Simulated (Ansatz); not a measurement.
Worked example: self-consistent single point of Re (Fm-3m, 1 atom in the cell) in Ansatz (a quantum-chemistry and plane-wave program).

Method: PBEsol, default PAW files made with PBE (plane waves; Ansatz).

```xyz
1
Lattice="0.0000 1.9147 1.9147 1.9147 0.0000 1.9147 1.9147 1.9147 0.0000" Properties=species:S:1:pos:R:3 pbc="T T T"
Re     0.0000     0.0000     0.0000
```

Reference input (self-consistent single point, DFT, PBEsol, plane waves, default PAW files made with PBE): basis.ecutwfc = 30.9 Ry; kpoints.mp_grid.grid = 15 15 15; hamiltonian.xc = pbesol; hamiltonian.pseudopotentials = {kind: paw} (the program's default PAW files); scf.occupations.method = cold; scf.occupations.width = 0.0147 Ry. This run's input differs from it in these lines:

Ansatz 0.2 input:
```diff
@@ -11,3 +11,3 @@
 kpoints:
-  mp_grid: { grid: [15, 15, 15] }
+  mp_grid: { grid: [29, 29, 29] }
 hamiltonian:
```

The program printed (abridged):

```
SCF iter   1: F=—  HF=-10737.152601 eV  |F-HF|=—  |Δ(HF+E_count)|=         —  Δρ=6.05e-3  dr2=1.09e-3  ethr=1.77e-3  ⟨swp⟩=5.0  Hψ=41033  notcnv=0
all-band conjugate gradients solve this SCF's bands
preconditioner: auto → none
SCF iter   2: F=—  HF=-10737.153050 eV  |F-HF|=—  |Δ(HF+E_count)|=   4.49e-4  S|Δr|=    0.00e0  Δρ=3.05e-3  dr2=2.70e-4  ethr=7.26e-6  ⟨swp⟩=1.7  Hψ=15111  notcnv=0
SCF iter   3: F=—  HF=-10737.153177 eV  |F-HF|=—  |Δ(HF+E_count)|=   1.27e-4  S|Δr|=    0.00e0  Δρ=2.44e-4  dr2=4.40e-6  ethr=1.80e-6  ⟨swp⟩=1.3  Hψ=9019  notcnv=0
SCF iter   4: F=—  HF=-10737.153174 eV  |F-HF|=—  |Δ(HF+E_count)|=   3.55e-6  S|Δr|=    0.00e0  Δρ=9.06e-5  dr2=4.55e-7  ethr=2.94e-8  ⟨swp⟩=2.4  Hψ=12814  notcnv=0
SCF iter   5: F=-10737.153173 eV  HF=-10737.153173 eV  |F-HF|=9.24e-9  |Δ(HF+E_count)|=   1.42e-7  S|Δr|=    0.00e0  Δρ=1.49e-5  dr2=1.46e-8  ethr=6.67e-10  ⟨swp⟩=5.4  Hψ=37547  notcnv=0
SCF 1 converged in 5 iterations: F = -10737.153173 eV  dr2 = 1.46e-8
Stability not checked (fill_not_monotonic)
Free energy (F): -10737.153173 eV
Internal energy: -10737.152333 eV  (E = F + TS)
E sigma→0 (E₀):  -10737.152893 eV
Entropy (-TS):   -0.000841 eV (-0.841 meV/atom)
Fermi energy:    25.439267 eV
--- Forces (eV/Å), atoms counted from 1 ---
  atom   1  Re    -0.00000000    -0.00000000    -0.00000000
--- Stress (GPa, compression-positive) ---
       16.697057      -0.000000      -0.000000
        0.000000      16.697057       0.000000
        0.000000       0.000000      16.697057
  P = ⅓ Tr σ = 16.6971 GPa (166.971 kbar)
  The stress holds the Pulay correction. Without it, at fixed plane waves, as pw.x and ABINIT print it: P = 16.5327 GPa
```

The run converged in 5 iterations. Against the reference run the free energy drops by 1.6 meV/atom and the pressure goes from 16.87 to 16.70 GPa.

The starting cell was generated: these elements placed on a structure prototype, without a prior relaxation; it need not be a known phase or ordering of this composition. Its lattice was rescaled by a random factor within 2.5 % of one. Spin polarisation is off. With a pressure of about 17 GPa the cell is away from its equilibrium volume at this level. Ansatz's pressure includes its estimate of the finite-basis (Pulay) stress.
